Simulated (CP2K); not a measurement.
## Several settings converged on As (R-3m, 2 atoms in the cell)

```
CELL_PARAMETERS angstrom
      4.15340     0.00000     0.00000
      2.43440     3.36517     0.00000
      2.43440     1.24354     3.12698
ATOMIC_POSITIONS crystal
  As 0.23172 0.23172 0.23172
  As 0.77300 0.77300 0.77300
```

Base method: PBE, GPW, DZVP-MOLOPT-SR-GTH basis, GTH-PBE potentials (GTH_POTENTIALS) (CP2K).

Base settings: CUTOFF = 400 Ry; REL_CUTOFF = 50 Ry; SMEAR/METHOD = FERMI_DIRAC; ELECTRONIC_TEMPERATURE = 1160.45 K; KPOINTS/SCHEME = MONKHORST-PACK 5 5 5; XC_FUNCTIONAL = PBE; As/BASIS_SET = DZVP-MOLOPT-SR-GTH; As/POTENTIAL = GTH-PBE-q5; METHOD = GPW; EPS_DEFAULT = 1e-10.

**The k-point mesh at a smearing width of 0.05 eV**

In this ladder: ELECTRONIC_TEMPERATURE = 580.23 K. Moved along: GAMMA_CENTERED.

The second cell is the first with its lattice scaled by 0.98.

Only quantities that move along the ladder and can be compared are tabulated.

```csv
KPOINTS/SCHEME,free energy less the last step's (meV/atom),energy of the compressed cell less the first (meV/atom),pressure (GPa),largest difference of a force vector from the last step's (eV/Å)
MONKHORST-PACK 4 4 4,-24.80,31.70,1.48,0.306
MONKHORST-PACK 5 5 5,-18.94,29.93,1.21,0.166
MONKHORST-PACK 7 7 7,-10.49,30.94,1.34,0.047
MONKHORST-PACK 8 8 8,-6.91,30.49,1.33,0.007
MONKHORST-PACK 10 10 10,-3.09,30.99,1.38,0.008
MONKHORST-PACK 12 12 12,-1.38,31.38,1.44,0.005
MONKHORST-PACK 14 14 14,-0.61,31.36,1.44,0.004
MONKHORST-PACK 17 17 17,0.00,31.48,1.46,0.000
```

Coarsest KPOINTS/SCHEME that holds the energy of the compressed cell less the first within 0.2 meV/atom: not settled: the last two steps still differ by 0.13 meV/atom, over half the tolerance, so the ladder does not show it.

Coarsest KPOINTS/SCHEME that holds the pressure within 0.1 GPa of the last step, with all finer ones: MONKHORST-PACK 10 10 10; the step before is off by 0.13 GPa.

Coarsest KPOINTS/SCHEME that holds the forces within 0.02 eV/Å of the last step, with all finer ones: MONKHORST-PACK 8 8 8; the step before is off by 0.047 eV/Å.

The energy difference between the two cells stays within 1 meV/atom of the last step's from MONKHORST-PACK 7 7 7 on, the total only from MONKHORST-PACK 14 14 14 on: much of the error is common to both cells and cancels.

**The width of Gaussian smearing**

In this ladder: SMEAR/METHOD = GAUSSIAN; ELECTRONIC_TEMPERATURE = default; KPOINTS/SCHEME = MONKHORST-PACK 8 8 8; GAMMA_CENTERED = T.

Narrow widths need finer meshes than wide ones, so the last steps can hold mesh noise.

Only quantities that move along the ladder and can be compared are tabulated; pressure and forces are left out, as mesh noise rules them at narrow widths.

```tsv
SIGMA	free energy less the last step's (meV/atom)	energy extrapolated to zero width less the last step's (meV/atom)
1 eV	-48.07	19.39
0.5 eV	-7.16	2.08
0.3 eV	-2.00	0.41
0.2 eV	-0.75	0.13
0.1 eV	-0.12	0.04
0.05 eV	0.00	0.00
```

Widest SIGMA that holds the energy extrapolated to zero width within 0.5 meV/atom of the last step, with all finer ones: 0.3 eV; the step before is off by 2.1 meV/atom.

Widest SIGMA that holds the free energy within 5 meV/atom of the last step, with all finer ones: 0.3 eV; the step before is off by 7.2 meV/atom.

The extrapolation to zero width removes most of the smearing's effect on the energy.

On the base run: the starting cell has typed, rounded lattice constants, without a prior relaxation at this level. Its lattice was rescaled by up to half a per cent. One atom was moved a little off its site on purpose. Values carry the incompleteness of an atom-centred basis. Without a gap this mesh is coarse (it stands for a supercell whose shortest vector is 19 Å).

Left out of this page: 2 runs of the series outside the window shown, repeating another row's setting, or not comparable.
